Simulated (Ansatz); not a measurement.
Results of r²SCAN (Ansatz, a program for electronic structure, plane waves, PAW) for InAs (model structure, started from the BN type, Pm-3n, No. 223, 12 atoms in the cell).

Excerpt of the program's output:

```
Crystal: 12 atoms, lattice volume = 422.275 Å³
Basis set: ecut = 560 eV, 12797 PW (Γ), exchange–correlation on 180×180×180 points (27 copies of the dense FFT grid, shifted against one another)
Bands: 101, of which v1, the nominal top of the filled ones, is band 84 counted from 1 (83 counted from 0)
Symmetry: 48 space group operations
Space group: Pm-3n (ITA 223), of the structure as read, at distance tolerance 7.5e-5 Å
k-points: 20 of 216
Functional: x = r2scan, c = r2scan; τ floored in thin density (d = 2e-4 eV/Å³)
SCF iter   1: F=—  HF=-62861.059971 eV  |F-HF|=—  |Δ(HF+E_count)|=         —  Δρ=5.62e-3  dr2=1.11e-1  dr2_τ=4.57e-2
SCF iter   2: F=—  HF=-62861.103623 eV  |F-HF|=—  |Δ(HF+E_count)|=   4.37e-2  Δρ=2.35e-3  dr2=2.22e-2  dr2_τ=4.96e-4
  ...
SCF iter   8: F=—  HF=-62861.109578 eV  |F-HF|=—  |Δ(HF+E_count)|=   3.21e-7  Δρ=8.80e-7  dr2=2.96e-9  dr2_τ=4.11e-11
SCF iter   9: F=-62861.109578 eV  HF=-62861.109578 eV  |F-HF|=2.18e-10  |Δ(HF+E_count)|=   9.78e-9  Δρ=1.67e-7  dr2=7.92e-11  dr2_τ=1.81e-12
SCF 1 converged in 9 iterations: F = -62861.109578 eV  dr2 = 7.92e-11
SCF converged after 9 iterations
Free energy (F): -62861.109578 eV
Internal energy: -62861.109578 eV  (E = F + TS)
E sigma→0 (E₀):  -62861.109578 eV
Fermi energy:    5.097005 eV
--- Stress (GPa, compression-positive) ---
        0.415584       0.000000       0.000000
        0.000000       0.415584       0.000000
        0.000000       0.000000       0.415584
  P = ⅓ Tr σ = 0.4156 GPa (4.156 kbar)
```

Write an input file that could have produced this run (the log leaves some choices open).

One answer among several that fit: 
Ansatz 0.2 input:
```yaml
crystal:
  lattice:
    - [7.5023713544, 0.0, 0.0]
    - [0.0, 7.5023713544, 0.0]
    - [0.0, 0.0, 7.5023713544]
  atoms:
    - { symbol: In, position: [0.25, 0.0, 0.5] }
    - { symbol: In, position: [0.5, 0.25, 0.0] }
    - { symbol: In, position: [0.5, 0.75, 0.0] }
    - { symbol: In, position: [0.75, 0.0, 0.5] }
    - { symbol: In, position: [0.0, 0.5, 0.75] }
    - { symbol: In, position: [0.0, 0.5, 0.25] }
    - { symbol: As, position: [0.25, 0.5, 0.0] }
    - { symbol: As, position: [0.0, 0.25, 0.5] }
    - { symbol: As, position: [0.0, 0.75, 0.5] }
    - { symbol: As, position: [0.75, 0.5, 0.0] }
    - { symbol: As, position: [0.5, 0.0, 0.75] }
    - { symbol: As, position: [0.5, 0.0, 0.25] }
basis:
  ecutwfc: 560
  ecutrho_ratio: 4
  xc_grid: 3
kpoints:
  mp_grid: { grid: [6, 6, 6] }
  band_path:
    path:
      - [0.0, 0.0, 0.0]
      - [0.0, 0.166667, 0.0]
      - [0.0, 0.333333, 0.0]
      - [0.0, 0.5, 0.0]
      - [0.166667, 0.5, 0.0]
      - [0.333333, 0.5, 0.0]
      - [0.5, 0.5, 0.0]
      - [0.4, 0.4, 0.0]
      - [0.3, 0.3, 0.0]
      - [0.2, 0.2, 0.0]
      - [0.1, 0.1, 0.0]
      - [0.071429, 0.071429, 0.071429]
      - [0.142857, 0.142857, 0.142857]
      - [0.214286, 0.214286, 0.214286]
      - [0.285714, 0.285714, 0.285714]
      - [0.357143, 0.357143, 0.357143]
      - [0.428571, 0.428571, 0.428571]
      - [0.5, 0.5, 0.5]
      - [0.4, 0.5, 0.4]
      - [0.3, 0.5, 0.3]
      - [0.2, 0.5, 0.2]
      - [0.1, 0.5, 0.1]
      - [0.5, 0.5, 0.333333]
      - [0.5, 0.5, 0.166667]
    npoints: 1
hamiltonian:
  xc: r2scan
  dispersion: none
  pseudopotentials: { kind: paw }
scf:
  occupations: { method: fermi_dirac, width: 0.01 }
  convergence: { dr2_threshold: 0.0000000012 }
output:
  forces: true
  stress: true
  eigenvalues: true
  write_bands: true
```

The PAW data were made under PBE.

Note: the relaxation could raise the start's symmetry but not lower it, so the cell can be a saddle point. Note: cell and atoms aren't relaxed at this level (pressure 0.4 GPa).

Computing time: roughly 2.0 core-minutes.

A model structure was made by putting elements into a prototype or built by hand; it is no filed structure, need not be a known phase, and can be a saddle point held by its symmetry.
